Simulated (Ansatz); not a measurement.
## A constructed model of the (110) surface of bcc W, p(2x2) surface alloy, Zn on one W site of the top plane (bottom of the slab: a bare face, its two planes held)

Calculation: PBE (plane waves to 420 eV, PAW; Ansatz, a program for electronic structure).

Slab: 24 atoms, 11.2 Å thick at the start; k 7x7x1, smearing 0.1 eV, dipole-corrected; 8 atoms held, the rest relaxed; start symmetry kept, larger cells not searched; no spin, no spin-orbit, no U. It is one candidate, not shown to be the stable structure of the face.

```json
{
  "work_function_of_the_top_face": "4.69 eV",
  "energy_released_by_relaxation": "0.29 eV",
  "cost": "around 22 core-minutes (rough)"
}
```
